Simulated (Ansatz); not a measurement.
For ScSi (Cmcm), PBEsol, DFPT electron-phonon coupling, linearised Boltzmann equation (Ansatz, a first-principles code) gives a transport coupling λ_tr = 0.228 and a Drude plasma energy ħω_p = 2.90 eV along y (a = (1.97, -4.91, 0.00) Å; b = (1.97, 4.91, 0.00) Å; c = (0.00, 0.00, 3.64) Å).

**Question.** Estimate the resistivity at 300 K from the high-temperature formula ρ = 2π λ_tr k_B T / (ħ ε₀ ω_p²), and say how the full Boltzmann solution compares.

**Answer.** The scattering rate is 1/τ = 2π λ_tr k_B T/ħ = 5.63e13 s⁻¹ and ω_p = 4.41e15 s⁻¹, so ρ ≈ 32.7 μΩ·cm. The Boltzmann solution gives 28.7 μΩ·cm, 0.88 times the estimate; it lies lower because k_BT is not large against the phonon energies and the solution lets the distribution adjust.

A metal at this level (no band gap). Only scattering by harmonic phonons is included (no impurities, grain boundaries, electron-electron scattering or thermal expansion). Spin-orbit coupling is left out. The run warned that the eigensolver left some states short of its tolerance. Halving the electron mesh (24x24x24) moves the resistivity by up to 4 % at 300 K, the coupling by up to 3 %. Smearing 0.20 eV; phonons on a 4x4x4 q mesh, which this run doesn't test.

Computed structure, not matched to a measured one here, so possibly hypothetical: ScSi (Cmcm).
